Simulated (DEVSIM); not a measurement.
System: Co/HfO2/p-Si capacitor, at 300 K.

Layer 1 from the left is HfO2, thickness (nm) 9.90. Layer 2 from the left is Si, thickness (nm) 830, Na (cm⁻³) 4.8e17.

Metal gate on the left, work function 5 eV. Fixed charge at the semiconductor interface -7.1e11 cm⁻² (in units of +e); no interface traps.

This is a model device: material constants are rounded textbook-type values typed into the input, and sizes, dopings and lifetimes were drawn at random. Values at 300 K.

HfO2: gap (eV) 5.7, affinity (eV) 2.5, permittivity 22. Si: gap (eV) 1.124, affinity (eV) 4.05, permittivity 11.7, Nc (cm⁻³) 2.86e19, Nv (cm⁻³) 3.1e19.

Estimate by hand the flat-band voltage, the threshold voltage, and compare with a numerical solution.


- Flat-band voltage: C = 1.97 μF/cm², work-function difference -0.066 V; VFB = φms − qNf/C = -0.01 V; numerical -0.01 V.
- Threshold voltage: φF = 0.455 V, depletion charge √(4εqNφF) = 3.81e-7 C/cm²; VT = VFB + 2φF + Qd/C = 1.10 V; numerical 1.10 V.

Model (solved in DEVSIM): 1D Poisson equation in equilibrium, Boltzmann statistics, complete ionisation; no quantum confinement or tunnelling. Metal contacts follow the ideal Schottky-Mott rule: no Fermi-level pinning, no interface dipoles.
